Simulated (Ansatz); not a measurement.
```yaml
crystal:
  lattice:
    - [0.00000, 2.91236, 2.91236]
    - [2.91236, 0.00000, 2.91236]
    - [2.91236, 2.91236, 0.00000]
  atoms:
    - { symbol: S, position: [0.25000, 0.25000, 0.25000] }
    - { symbol: Cd, position: [0.00000, 0.00000, 0.00000] }
```

The cell was generated from a structure type, relaxed within its symmetry, and need not be the phase found at ambient conditions. 

Q: List the harmonic phonon frequencies (cm⁻¹; finite displacements on a 6×6×6 mesh, PBEsol in Ansatz, a first-principles code, k mesh 6×6×6) at q = (0.000, 0.167, -0.333), (0.000, 0.000, 0.167), (0.000, -0.500, -0.500), in fractions of this cell's reciprocal vectors. At Γ leave out the LO-TO shift.

A: 
- (0.000, 0.167, -0.333): 45, 62, 125, 252, 266, 293
- (0.000, 0.000, 0.167): 26, 26, 70, 238, 238, 291
- (0.000, -0.500, -0.500): 53, 53, 147, 273, 273, 285
